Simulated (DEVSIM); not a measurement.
Structure: TaN/SiO2/n-GaAs capacitor, at 300 K.

Layer 1 from the left is SiO2, thickness (nm) 1.30. Layer 2 from the left is GaAs, thickness (nm) 2000, Nd (cm⁻³) 1e17.

Metal gate on the left, work function 4.4 eV. Fixed charge at the semiconductor interface 3.6e11 cm⁻² (in units of +e); no interface traps.

The device is made up for the run: typed textbook-type constants, with dimensions and the other settings drawn at random. Values at 300 K.

SiO2: gap (eV) 9, affinity (eV) 0.9, permittivity 3.9. GaAs: gap (eV) 1.424, affinity (eV) 4.07, permittivity 12.9, Nc (cm⁻³) 4.7e17, Nv (cm⁻³) 9e18.

Model (solved in DEVSIM): 1D Poisson equation in equilibrium, Boltzmann statistics, complete ionisation; no quantum confinement or tunnelling. Metal contacts follow the ideal Schottky-Mott rule: no Fermi-level pinning, no interface dipoles.

Problem. What does the simulation give for the threshold voltage (band bending 2φF), the flat-band voltage?

Solution. threshold voltage (band bending 2φF) -1.08 V; flat-band voltage 0.27 V.
